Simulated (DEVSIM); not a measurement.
System: InP/In0.53Ga0.47As p-n heterojunction, at 400 K.

| layer (left to right) | material | thickness (μm) | Nd (cm⁻³) | Na (cm⁻³) | τn (s) | τp (s) |
|---|---|---|---|---|---|---|
| 1 | InP | 1.30 | - | 1.3e17 | 3e-10 | 3e-10 |
| 2 | In0.53Ga0.47As | 0.330 | 2.7e16 | - | 3e-10 | 3e-10 |

Left contact: ohmic. Right contact: ohmic. Voltage is applied to the left contact. Recombination: SRH at mid-gap. Mobility is μmin + (μ − μmin)/(1 + (N/Nref)^α).

The device is made up for the run: typed textbook-type constants, with dimensions and the other settings drawn at random. Values at 300 K; Nc and Nv go as T^1.5, mobilities as T to minus their exponent, the gap by Varshni's rule with the affinity fixed.

| parameter | InP | In0.53Ga0.47As |
|---|---|---|
| gap (eV) | 1.344 | 0.74 |
| affinity (eV) | 4.38 | 4.51 |
| permittivity | 12.5 | 13.9 |
| Nc (cm⁻³) | 5.7e17 | 2.1e17 |
| Nv (cm⁻³) | 1.1e19 | 7.7e18 |
| μn (cm²/Vs) | 5200 | 12000 |
| μp (cm²/Vs) | 170 | 300 |
| μn,min | 400 | 300 |
| μp,min | 10 | 10 |
| Nref,n | 3e17 | 1.3e17 |
| Nref,p | 4.9e17 | 4.9e17 |
| αn | 0.47 | 0.48 |
| αp | 0.62 | 0.4 |
| T exponent of μn | 2 | 1.6 |
| T exponent of μp | 2 | 1.6 |
| Varshni α (eV/K) | 0.000363 | 0.00035 |
| Varshni β (K) | 162 | 190 |

Model (solved in DEVSIM): 1D drift-diffusion, Boltzmann statistics, complete ionisation; no tunnelling, impact ionisation, image-force lowering or self-heating. Band offsets follow the typed affinities; no thermionic-emission limit at abrupt steps, no polarisation charge.

Problem. Tabulate band edges, carrier densities and field at zero bias.

Solution. Energies count from the Fermi level of the right contact; mesh points crowd at the junctions.

```json
[
 {"x (μm)": "0.000", "Ec (eV)": "1.143", "Ev (eV)": "-0.168", "n (cm⁻³)": "3400", "p (cm⁻³)": "1.3e17", "field (V/cm)": "≈ 0"},
 {"x (μm)": "0.005193", "Ec (eV)": "1.143", "Ev (eV)": "-0.168", "n (cm⁻³)": "3400", "p (cm⁻³)": "1.3e17", "field (V/cm)": "≈ 0"},
 {"x (μm)": "0.01682", "Ec (eV)": "1.143", "Ev (eV)": "-0.168", "n (cm⁻³)": "3400", "p (cm⁻³)": "1.3e17", "field (V/cm)": "≈ 0"},
 {"x (μm)": "0.04007", "Ec (eV)": "1.143", "Ev (eV)": "-0.168", "n (cm⁻³)": "3400", "p (cm⁻³)": "1.3e17", "field (V/cm)": "≈ 0"},
 {"x (μm)": "0.1188", "Ec (eV)": "1.143", "Ev (eV)": "-0.168", "n (cm⁻³)": "3400", "p (cm⁻³)": "1.3e17", "field (V/cm)": "≈ 0"},
 {"x (μm)": "0.2516", "Ec (eV)": "1.143", "Ev (eV)": "-0.168", "n (cm⁻³)": "3400", "p (cm⁻³)": "1.3e17", "field (V/cm)": "≈ 0"},
 {"x (μm)": "0.5488", "Ec (eV)": "1.143", "Ev (eV)": "-0.168", "n (cm⁻³)": "3400", "p (cm⁻³)": "1.3e17", "field (V/cm)": "≈ 0"},
 {"x (μm)": "1.002", "Ec (eV)": "1.143", "Ev (eV)": "-0.168", "n (cm⁻³)": "3400", "p (cm⁻³)": "1.3e17", "field (V/cm)": "≈ 0"},
 {"x (μm)": "1.164", "Ec (eV)": "1.143", "Ev (eV)": "-0.168", "n (cm⁻³)": "3400", "p (cm⁻³)": "1.3e17", "field (V/cm)": "-76"},
 {"x (μm)": "1.237", "Ec (eV)": "1.124", "Ev (eV)": "-0.187", "n (cm⁻³)": "6000", "p (cm⁻³)": "7.4e16", "field (V/cm)": "-13000"},
 {"x (μm)": "1.274", "Ec (eV)": "0.991", "Ev (eV)": "-0.320", "n (cm⁻³)": "290000", "p (cm⁻³)": "1.6e15", "field (V/cm)": "-67000"},
 {"x (μm)": "1.293", "Ec (eV)": "0.825", "Ev (eV)": "-0.486", "n (cm⁻³)": "3.5e7", "p (cm⁻³)": "1.3e13", "field (V/cm)": "-100000"},
 {"x (μm)": "1.299", "Ec (eV)": "0.755", "Ev (eV)": "-0.556", "n (cm⁻³)": "2.7e8", "p (cm⁻³)": "1.7e12", "field (V/cm)": "-120000"},
 {"x (μm)": "1.304", "Ec (eV)": "0.585", "Ev (eV)": "-0.124", "n (cm⁻³)": "1.4e10", "p (cm⁻³)": "3.2e17", "field (V/cm)": "-78000"},
 {"x (μm)": "1.318", "Ec (eV)": "0.495", "Ev (eV)": "-0.215", "n (cm⁻³)": "1.9e11", "p (cm⁻³)": "2.3e16", "field (V/cm)": "-53000"},
 {"x (μm)": "1.342", "Ec (eV)": "0.380", "Ev (eV)": "-0.330", "n (cm⁻³)": "5.3e12", "p (cm⁻³)": "8.4e14", "field (V/cm)": "-43000"},
 {"x (μm)": "1.395", "Ec (eV)": "0.202", "Ev (eV)": "-0.507", "n (cm⁻³)": "9.2e14", "p (cm⁻³)": "4.8e12", "field (V/cm)": "-24000"},
 {"x (μm)": "1.490", "Ec (eV)": "0.095", "Ev (eV)": "-0.614", "n (cm⁻³)": "2.0e16", "p (cm⁻³)": "2.2e11", "field (V/cm)": "-2900"},
 {"x (μm)": "1.581", "Ec (eV)": "0.086", "Ev (eV)": "-0.623", "n (cm⁻³)": "2.7e16", "p (cm⁻³)": "1.7e11", "field (V/cm)": "-180"},
 {"x (μm)": "1.609", "Ec (eV)": "0.086", "Ev (eV)": "-0.624", "n (cm⁻³)": "2.7e16", "p (cm⁻³)": "1.6e11", "field (V/cm)": "-90"},
 {"x (μm)": "1.622", "Ec (eV)": "0.086", "Ev (eV)": "-0.624", "n (cm⁻³)": "2.7e16", "p (cm⁻³)": "1.6e11", "field (V/cm)": "-75"},
 {"x (μm)": "1.630", "Ec (eV)": "0.086", "Ev (eV)": "-0.624", "n (cm⁻³)": "2.7e16", "p (cm⁻³)": "1.6e11", "field (V/cm)": "-73"}
]
```
